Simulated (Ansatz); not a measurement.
The starting structures come from a database of crystals and need not be the phases stable at ambient conditions.

By PBEsol, the system below comes out a metal.

Without scattering a metal conducts by its projected Fermi surface.

Here is the system:

```
PtSn
1.0
    4.14407     0.00000     0.00000
   -2.07203     3.58887     0.00000
    0.00000     0.00000     5.47558
Sn Pt
2 2
Direct
  0.66667   0.33333   0.75000
  0.33333   0.66667   0.25000
  0.00000   0.00000   0.50000
  0.00000   0.00000   0.00000
```

Space group of this cell: P6_3/mmc, NiAs type. The cell is taken as given; by PBEsol its mean pressure is -2.3 GPa.

The current flows along the normal of the first two printed cell vectors, the (001) plane of the conventional cell. No spin-orbit coupling; the value is a mean over 0.1 eV about the Fermi level.

Question: Predict the ballistic conductance per area from PBEsol in Ansatz (a quantum-chemistry and plane-wave program).

Answer: 0.59 × 10¹⁵ S/m² for both spins.
